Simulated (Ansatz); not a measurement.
Amorphous Hf$_{12}$La$_{4}$O$_{30}$, 46 atoms at 8.40 g/cm³, one PBE-relaxed geometry, zone centre. Methods: PBE, scalar-relativistic without spin-orbit coupling (Ansatz, a quantum-chemistry and plane-wave program); r2SCAN, scalar-relativistic without spin-orbit coupling (Ansatz); HSE06, scalar-relativistic without spin-orbit coupling (Ansatz). Plane waves to 420 eV (r2SCAN 500 eV); exact exchange is cut at the cell's faces. All rungs ran without spin polarisation.

Preparation: random packing, a CHGNet melt and quench, and a DFT relaxation. O atoms were pushed apart under 1.9 Å during the dynamics, to hinder bonds among them. The hot cell started wider than the set density and was brought back towards it in steps. It is the lowest in DFT energy of 2 quenches. It is a model cell: composition and starting density were chosen by hand, and all elements were melted together. No dispersion term was used. Its density started from a set value of 8.54 and ended at 8.40 g/cm³. The quench (nominally 280 K/ps over its main leg) was far faster than any real one, so the model tends to hold more defects than a real film. A cell of this size samples the disorder only roughly. The volume was free in the relaxation, at fixed shape. Stress components on the final sampling reach 1.5 GPa.

The relaxation ran on one k-point at (1/4, 1/4, 1/4). At PBE the gap is 4.06 eV on a 2×2×2 Γ-centred mesh, and the spacing at the zone centre alone 4.10 eV.

What zone-centre spacing does r2SCAN give, roughly?

4.56 eV (+0.46 eV against PBE).

What zone-centre spacing does HSE06 give, roughly?

5.71 eV (+1.61 eV against PBE).

The highest filled and the lowest empty state spread over these numbers of atoms (participation numbers): PBE: 11.1 and 14.7; r2SCAN: 12.1 and 13.7; HSE06: 13.5 and 19.5.
